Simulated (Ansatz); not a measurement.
# Zr2Ir: pressure series

Base system: Zr$_{2}$Ir (space group I4/mcm, No. 140; a = 6.463 Å, c = 5.650 Å; a cell from a computed database, its experimental status unchecked).

Cell and atoms are relaxed at each pressure.

Level of theory: PBEsol in Ansatz (plane waves to 420 eV, PAW, scalar-relativistic without spin-orbit coupling).

Notes on the quantities. enthalpy: H = E + PV relative to the base's energy.

| case | enthalpy | c/a ratio | volume per atom |
|---|---|---|---|
| base | – | 0.874 | 19.67 Å³ |
| pressure 0.3 GPa | +0.04 eV/atom | 0.874 | 19.62 Å³ |
| pressure 0.7 GPa | +0.09 eV/atom | 0.873 | 19.57 Å³ |
| pressure 1.5 GPa | +0.18 eV/atom | 0.873 | 19.46 Å³ |
| pressure 3 GPa | +0.36 eV/atom | 0.871 | 19.27 Å³ |
| pressure 5 GPa | +0.60 eV/atom | 0.870 | 19.02 Å³ |

Load acts through the strain it causes; cell and atoms are relaxed under it. Stability against distortions was not tested. Competing high-pressure phases were not computed. All final runs are without spin polarisation.

Ansatz is a quantum-chemistry and plane-wave program.
